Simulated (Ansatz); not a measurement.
System: interstitial H in ordered Si6Ge2 alloy (charge state +1). These are PBE, PAW (plane waves to 420 eV; Ansatz, a program for electronic structure) values and carry that method's errors.

Cell of 72 host sites held at the relaxed PBE lattice; a 2×2×2 k-point mesh shifted by half a step; Fermi-Dirac width 0.05 eV, spin-restricted; finite-size errors left in. No zero-point or tunnelling terms. The host is a small ordered model of a random alloy. The charge state is imposed; whether it is stable for some Fermi level was not computed. Sites that were not tried may lie lower.

Relaxed starting cell (atoms counted from 1):

```yaml
crystal:
  lattice:
    - [11.73961, 0.00000, 0.00000]
    - [0.00000, 11.73961, 0.00000]
    - [0.00000, 0.00000, 11.06160]
  atoms:
    - { symbol: Ge, position: [0.16730, 0.16755, 0.99990] }
    - { symbol: Ge, position: [0.16750, 0.16847, 0.50153] }
    - { symbol: Ge, position: [0.16729, 0.49971, 0.99995] }
    - { symbol: Ge, position: [0.16759, 0.49859, 0.50180] }
    - { symbol: Ge, position: [0.17260, 0.83362, 0.99740] }
    - { symbol: Ge, position: [0.16746, 0.83362, 0.50087] }
    - { symbol: Ge, position: [0.49985, 0.16728, 0.00010] }
    - { symbol: Ge, position: [0.49917, 0.16787, 0.49914] }
    - { symbol: Ge, position: [0.49984, 0.49994, 0.00005] }
    - { symbol: Ge, position: [0.49911, 0.49934, 0.49900] }
    - { symbol: Ge, position: [0.49797, 0.83360, 0.99791] }
    - { symbol: Ge, position: [0.49947, 0.83363, 0.49940] }
    - { symbol: Ge, position: [0.83286, 0.16791, 0.00128] }
    - { symbol: Ge, position: [0.83343, 0.16738, 0.49992] }
    - { symbol: Ge, position: [0.83287, 0.49970, 0.00128] }
    - { symbol: Ge, position: [0.83343, 0.49984, 0.49992] }
    - { symbol: Ge, position: [0.80065, 0.83377, 0.97545] }
    - { symbol: Ge, position: [0.83320, 0.83361, 0.50042] }
    - { symbol: Si, position: [0.16952, 0.00160, 0.37514] }
    - { symbol: Si, position: [0.16647, 0.00162, 0.87201] }
    - { symbol: Si, position: [0.16668, 0.33362, 0.37183] }
    - { symbol: Si, position: [0.16694, 0.33364, 0.87173] }
    - { symbol: Si, position: [0.16995, 0.66543, 0.37556] }
    - { symbol: Si, position: [0.16633, 0.66562, 0.87203] }
    - { symbol: Si, position: [0.50028, 0.00067, 0.37250] }
    - { symbol: Si, position: [0.49919, 0.00136, 0.87179] }
    - { symbol: Si, position: [0.49909, 0.33358, 0.37085] }
    - { symbol: Si, position: [0.50039, 0.33358, 0.87235] }
    - { symbol: Si, position: [0.50046, 0.66661, 0.37246] }
    - { symbol: Si, position: [0.49908, 0.66586, 0.87174] }
    - { symbol: Si, position: [0.83315, 0.00004, 0.37308] }
    - { symbol: Si, position: [0.83106, 0.00693, 0.86574] }
    - { symbol: Si, position: [0.83335, 0.33362, 0.37170] }
    - { symbol: Si, position: [0.83362, 0.33378, 0.87200] }
    - { symbol: Si, position: [0.83339, 0.66717, 0.37306] }
    - { symbol: Si, position: [0.83054, 0.66054, 0.86548] }
    - { symbol: Si, position: [0.00221, 0.00514, 0.25522] }
    - { symbol: Si, position: [0.00065, 0.99995, 0.74885] }
    - { symbol: Si, position: [0.99983, 0.33365, 0.25000] }
    - { symbol: Si, position: [0.00014, 0.33362, 0.75036] }
    - { symbol: Si, position: [0.00284, 0.66202, 0.25574] }
    - { symbol: Si, position: [0.00042, 0.66731, 0.74894] }
    - { symbol: Si, position: [0.33417, 0.00105, 0.25016] }
    - { symbol: Si, position: [0.33294, 0.00060, 0.74968] }
    - { symbol: Si, position: [0.33282, 0.33359, 0.24944] }
    - { symbol: Si, position: [0.33406, 0.33355, 0.75089] }
    - { symbol: Si, position: [0.33432, 0.66614, 0.25020] }
    - { symbol: Si, position: [0.33281, 0.66663, 0.74967] }
    - { symbol: Si, position: [0.66697, 0.00189, 0.25050] }
    - { symbol: Si, position: [0.66338, 0.00190, 0.74626] }
    - { symbol: Si, position: [0.66647, 0.33363, 0.25035] }
    - { symbol: Si, position: [0.66666, 0.33359, 0.75018] }
    - { symbol: Si, position: [0.66718, 0.66536, 0.25046] }
    - { symbol: Si, position: [0.66310, 0.66513, 0.74596] }
    - { symbol: Si, position: [0.00087, 0.16756, 0.12715] }
    - { symbol: Si, position: [0.00006, 0.16739, 0.62793] }
    - { symbol: Si, position: [0.00092, 0.49985, 0.12726] }
    - { symbol: Si, position: [0.00002, 0.49986, 0.62800] }
    - { symbol: Si, position: [0.02598, 0.83351, 0.14760] }
    - { symbol: Si, position: [0.00002, 0.83360, 0.62726] }
    - { symbol: Si, position: [0.33342, 0.16713, 0.12779] }
    - { symbol: Si, position: [0.33390, 0.16765, 0.62862] }
    - { symbol: Si, position: [0.33346, 0.50007, 0.12781] }
    - { symbol: Si, position: [0.33398, 0.49949, 0.62873] }
    - { symbol: Si, position: [0.33510, 0.83359, 0.12963] }
    - { symbol: Si, position: [0.33371, 0.83363, 0.62856] }
    - { symbol: Si, position: [0.66600, 0.16754, 0.12793] }
    - { symbol: Si, position: [0.66571, 0.16868, 0.62588] }
    - { symbol: Si, position: [0.66600, 0.49971, 0.12790] }
    - { symbol: Si, position: [0.66560, 0.49837, 0.62570] }
    - { symbol: Si, position: [0.66011, 0.83364, 0.13167] }
    - { symbol: Si, position: [0.66587, 0.83359, 0.62685] }
    - { symbol: H, position: [0.91894, 0.82957, 0.06215] }
```
Cell charge +1.

End state 1 differs by these moves (Å; atoms that move under 0.08 Å are left out):

| atom | element | Δx | Δy | Δz |
|---|---|---|---|---|
| 5 | Ge | 0.31 | 0.00 | -0.24 |
| 17 | Ge | 0.31 | 0.00 | 0.24 |
| 20 | Si | 0.03 | 0.06 | -0.07 |
| 24 | Si | 0.04 | -0.06 | -0.07 |
| 32 | Si | 0.03 | -0.06 | 0.07 |
| 36 | Si | 0.04 | 0.06 | 0.07 |
| 59 | Si | -0.61 | 0.00 | 0.00 |
| 73 | H | 1.90 | 0.00 | 0.00 |

Task: What forward and backward barriers to end state 1 does PBE, PAW give?

Result: forward 0.37 eV, backward 0.37 eV; at the saddle point atom 73 has neighbours 2 Ge at 2.07; Si at 1.57 Å. The saddle point's order was not checked, and it lies on a symmetry element of the cell, where a band can be held.
